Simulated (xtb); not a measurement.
xtb 6.7.1, GFN1-xTB: Fc1cc(F)c(F)c(-c2ccc3c(c2)sc2ccccc23)c1F, 31 atoms. The geometry is a generated start, not checked to be a minimum at this level.

```
Quantity                                                                                                        Value
------------------------  -------------------------------------------------------------------------------------------
method                                                                                                       GFN1-xTB
--acc                                                                                                     1 (default)
--etemp (K)                                                                                             300 (default)
detailed input (--input)  none: ANC optimiser, Lindh (1995) Hessian, microcycle=20, maxdispl=1.0, hlow=0.01 (default)
basis functions                                                                                                   114
valence electrons                                                                                                 114
```

The structure is relaxed from this start with --opt LEVEL for the levels crude, sloppy, loose, lax, normal, tight, vtight, extreme, once each. Up to the end of the extreme run atoms move by at most 0.19 Å along an axis.

Which level is enough to come within 1 meV of the tightest end point?

normal: 14 cycles against 42, ending 0.41 meV above.

```csv
level,cycles,energy above the extreme run (meV),gradient norm (eV/Å)
crude,4,6.6,0.21
sloppy,5,4.4,0.097
loose,6,3.5,0.098
lax,9,1.4,0.036
normal,14,0.41,0.010
tight,20,0.083,0.0037
vtight,22,0.066,0.0030
extreme,42,—,0.00069
```
